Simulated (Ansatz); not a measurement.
The starting structures come from a database of crystals and need not be the phases stable at ambient conditions.

 Where the default PAW files enter, the runs use the earlier of Ansatz's two default sets.

Tunnelling through a barrier is set by its complex band structure: the current falls as exp(−2κd) with the smallest κ.

Consider the following.

```yaml
crystal:
  lattice:
    - [5.60955, 0.00000, 0.00000]
    - [0.06509, 5.60917, 0.00000]
    - [2.77223, -2.80459, 3.94347]
  atoms:
    - { symbol: Sr, position: [0.25000, 0.25000, 0.50000] }
    - { symbol: Sr, position: [0.75000, 0.75000, 0.50000] }
    - { symbol: Mg, position: [0.00000, 0.00000, 0.00000] }
    - { symbol: W, position: [0.50000, 0.50000, 0.00000] }
    - { symbol: O, position: [0.25847, 0.25847, 0.00000] }
    - { symbol: O, position: [0.74153, 0.74153, 0.00000] }
    - { symbol: O, position: [0.29406, 0.70594, 0.48251] }
    - { symbol: O, position: [0.70594, 0.29406, 0.51749] }
    - { symbol: O, position: [0.22343, 0.77657, 0.07063] }
    - { symbol: O, position: [0.77657, 0.22343, 0.92937] }
```

Space group of this cell: I4/m. The cell is taken as given; by PBEsol its mean pressure is -2.0 GPa.

Transport runs along the normal of the first two printed cell vectors, the (110) plane of the conventional cell.

The gap is the functional's own, uncorrected, and κ follows it; spin-orbit coupling is left out. Mid-gap values are interpolated between the computed energies.

Question: Compute, with PBEsol in Ansatz (an electronic-structure program), the band gap and the smallest decay constant κ at mid-gap.

Answer: Gap 3.01 eV on a 8×8×8 mesh; κ = 0.395 1/Å, at the zone centre.
